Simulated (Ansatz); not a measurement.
Here is the system:

```xyz
8
Lattice="3.5346 0.0000 0.0000 -1.7673 3.0611 0.0000 0.0000 0.0000 15.0433" Properties=species:S:1:pos:R:3 pbc="T T T"
Ga     0.0000     2.0407     4.9706
Ga     1.7673     1.0204    10.0727
Ga     1.7673     1.0204    12.4923
Ga     0.0000     2.0407     2.5510
S      0.0000     2.0407    13.5843
S      1.7673     1.0204     1.4590
S      1.7673     1.0204     6.0627
S      0.0000     2.0407     8.9807
```

These are PBEsol+D3BJ, rigid bands (plane waves, PAW, scalar-relativistic; Ansatz, a program for electronic structure) values and carry that method's errors. Cell: cell and atoms relaxed with PBEsol+d3bj.

**Question.** What conductivity effective mass do dilute holes have at 300 K?

**Answer.** 1.95 (x), 1.95 (y), 0.164 (z) mₑ.

**Question.** Predict the electron conductivity mass (n e² τ/σ) at 300 K, by direction if it differs.

**Answer.** 0.46 (x), 0.46 (y), 0.61 (z) mₑ.

**Question.** And the band gap?

**Answer.** 1.29 eV at this level; semilocal functionals usually fall short of the measured gap.

Rigid bands, one relaxation time for all states, no polarons. Spin-orbit coupling is left out; where it splits the top of the valence band it changes the hole mass and lowers the gap by about a third of the splitting. Geometry: cell and atoms relaxed with PBEsol+D3(BJ).

Formula and space group known from diffraction (Crystallography Open Database), not checked to be the room-temperature form: GaS (P6_3/mmc). PBEsol with a dispersion correction tends to overbind, so the cell can be several per cent short, in bad cases over ten, which usually narrows a gap: GaS (P6_3/mmc).
